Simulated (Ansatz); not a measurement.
**A computed series for VN: pressure series**

The reference is VN in the rock salt structure (space group Fm-3m, No. 225).

```xyz
2
Lattice="0.0000 2.0584 2.0584 2.0584 0.0000 2.0584 2.0584 2.0584 0.0000" Properties=species:S:1:pos:R:3 pbc="T T T"
N      0.0000     0.0000     0.0000
V      2.0584     2.0584     2.0584
```

Cell and atoms are relaxed at each pressure.

Level of theory: plane-wave PAW DFT at the PBE level (Ansatz, a quantum-chemistry and plane-wave program, 420 eV), scalar-relativistic without spin-orbit coupling.

```tsv
pressure (GPa)	volume per atom (Å³/atom)
-2	8.778
-1	?
0	8.722
1.8	8.672
4.2	8.609
9	8.489
18	8.286
30	8.049
60	7.575
```

### Question
Fit the third-order Birch–Murnaghan form P(V) = (3B₀/2)[(V₀/V)^(7/3) − (V₀/V)^(5/3)]·[1 + (3/4)(B₀′ − 4)((V₀/V)^(2/3) − 1)] (squares taken in P) to the rows shown and predict the withheld row.

### Answer
Least squares on the printed values gives V₀ = 8.722 Å³/atom, B₀ = 315 GPa, B₀′ = 4.3; this predicts 8.749 Å³/atom, and the run gives 8.749 Å³/atom, in agreement.

Load acts through the strain it causes; cell and atoms are relaxed under it. Stability against distortions was not tested. Competing high-pressure phases were not computed. Seeded moments were not kept for the base. The final runs are not spin-polarised.
